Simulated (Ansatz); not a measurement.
The reference is TiO₂ in the anatase structure (space group I4_1/amd, No. 141; a = 3.7988 Å, c = 9.7007 Å). Axes: x, y, z lie along a, b, c of the conventional cell.

The values are results of PBE in Ansatz (plane waves to 420 eV, PAW, without spin-orbit coupling), not measurements.

Strains are applied to the cell and any free atomic positions relax; under biaxial strain the out-of-plane vector relaxes too.

One change was made to it. Results:

The energy increases by 17 meV/atom; the volume per atom decreases by 0.15 Å³ (11.67 Å³ → 11.52 Å³); the smallest direct gap increases by 0.25 eV (2.43 eV → 2.68 eV); the width of the top valence band decreases by 0.16 eV, from 0.84 eV to 0.68 eV.

Q: Which of these changes matches the shifts?
A) biaxial strain −3.00 %, plane normal [001], relaxed out of plane
B) biaxial strain −1.80 %, plane normal [001], relaxed out of plane
C) biaxial strain −0.60 %, plane normal [001], relaxed out of plane

A: A, biaxial strain −3.00 %, plane normal [001], relaxed out of plane. For comparison, the energy relative to the base in the other runs: biaxial strain −0.60 %, plane normal [001], relaxed out of plane gives +0.7 meV/atom; biaxial strain −1.80 %, plane normal [001], relaxed out of plane gives +6.1 meV/atom.

No phonon test of stability was made. All final runs are without spin polarisation.

Ansatz is a first-principles code.
